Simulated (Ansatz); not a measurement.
Consider this model of amorphous Si$_{24}$O$_{46}$F$_{4}$.

```xyz
74
Lattice="10.4810 0.0000 0.0000 0.0000 10.4810 0.0000 0.0000 0.0000 10.4810" Properties=species:S:1:pos:R:3 pbc="T T T"
Si     7.4287     8.3314     1.2377
Si     3.1122     5.6971     8.9406
Si     4.6090     3.3190     7.6939
Si     7.1691     5.1179     7.2800
Si     7.4869     4.2962    10.2907
Si     4.6359     4.9564     1.0070
Si     8.9100     4.4277     4.8765
Si     8.8300     5.6998     2.0465
Si     1.1819     8.9710     5.1577
Si     0.2602     0.8342     9.5117
Si     1.1434     0.9071     3.4118
Si     2.5598     3.1842     1.8704
Si     0.9523     7.4250     2.5341
Si     9.2265     9.8261     6.8752
Si     8.7921     1.4148     4.7211
Si     6.7536     9.7223     3.7124
Si     5.0095     9.9879     1.3408
Si     1.8303     9.6868     0.9496
Si     1.8482     3.2348     9.3374
Si     3.2483     5.6685     3.3109
Si     6.4868     8.1853     6.4577
Si     3.3758     8.3755     7.2234
Si     8.5336    10.2277     9.8023
Si     6.2299     1.5614     9.7732
O      5.8916     8.6922     0.7992
O      6.1022     4.9364     0.3740
O      8.4806     5.0783     6.2781
O      7.1623     0.3026     9.2324
O      9.1852     0.8062     6.1967
O      8.4343     8.7839     0.0112
O      7.4869     0.5636     4.2767
O     10.4559     8.9713     6.2870
O      4.9773     8.5841     6.9656
O      3.1870     2.7320     8.6592
O      1.6369    10.4767     4.6838
O      4.2346     4.9143     8.0923
O      2.4760     8.2426     5.8462
O      1.1901     8.1998     1.1030
O     10.3447     6.2851     2.1630
O      0.4540     8.2632     3.8629
O      9.4986     0.8163     0.1070
O      7.7617     4.9731     8.8308
O      5.3563    10.1220     2.9470
O      2.2646     2.0161     2.9828
O     10.1056     1.4102     3.7491
O      3.6247     5.7998     0.0287
O      1.4761    10.3785     9.9832
O      8.3033     2.9317     4.8287
O      6.1157     3.9565     6.9783
O      4.0989     3.4137     1.3158
O      2.2372     4.5246     2.7438
O      4.6484     5.6974     2.4733
O      1.6696     2.9784     0.5090
O      7.2825     2.6780    10.3304
O      3.4329     9.6842     1.1478
O      5.4693     2.1255     8.5108
O      1.0099     0.0273     2.0660
O      7.7268     6.8031     1.5762
O      6.5193     8.5682     4.8527
O      9.6888    10.2060     8.4963
O      8.3983     5.1930     3.5322
O      2.9709     7.1912     8.2731
O      1.6767     4.8530     9.0112
O      2.4449     7.0348     3.0437
O      0.5896     2.2312     8.8058
O      6.6666     6.6702     6.9692
O      7.7991     9.1852     2.5713
O      5.3907     0.8672     0.5258
O      7.8091     9.0516     7.0467
O      8.7238     4.5784     0.8621
F      0.0255     4.4011     4.8492
F      4.0260     2.7774     6.2975
F      2.9291     9.7530     7.8848
F      3.5838     5.5085     4.8483
```

The numbers are results of PBE, scalar-relativistic without spin-orbit coupling (plane waves to 420 eV, PAW; Ansatz, a first-principles code), not measurements.

A CHGNet melt-quench gave the starting glass, which DFT then relaxed. O and F atoms were pushed apart under 1.9 Å during the dynamics, to hinder bonds among them. It is the lowest in DFT energy of 2 quenches. It is a model cell: composition and starting density were chosen by hand, and all elements were melted together. No dispersion term was used. Its density started from a set value of 2.17 and ended at 2.14 g/cm³. The simulated quench (nominally 150 K/ps over its main leg) is rapid and tends to freeze in more defects than a deposited or slowly cooled glass has. One small periodic cell is one sample of the glass; other quenches scatter about these values. The volume was free in the relaxation, at fixed shape. Stress components on the final sampling reach 2.3 GPa.

Cut-offs for bonds: Si-Si 2.60 Å, Si-O 1.98 Å, Si-F 2.02 Å, O-O 1.58 Å, O-F 1.48 Å, F-F 1.37 Å. Two cations that share two anions don't count as bonded, nor two that share one unless they lie closer than Si-Si 2.38 Å.

Q: Give the coordination numbers, mean bond lengths and angles.

A: 
| Quantity | Value |
|---|---|
| Mean coordination of Si by anions | 4.04 (23 with 4, 1 with 5) |
| Mean coordination of O | 2.02 (45 with 2, 1 with 3) |
| Mean coordination of F | 1.00 (4 with 1) |
| Mean Si-O bond | 1.642 Å (spread 0.041 Å, 93 counted) |
| Mean Si-F bond | 1.594 Å (spread 0.009 Å, 4 counted) |
| Bond angle at Si | mean 109.2°, spread 8.7° |
| Bond angle at O | mean 137.3°, spread 15.4° |

Q: Which atoms depart from the most common coordination of their element?

A: Si3 has 5 (F72 1.61 Å, O56 1.68 Å, O36 1.69 Å, O49 1.79 Å, O34 1.82 Å); O60 has 3 (Si14 1.73 Å, Si23 1.74 Å, Si10 1.84 Å).

Q: List the pairs of like atoms that count as bonded by the rules above.

A: There are none by these rules.
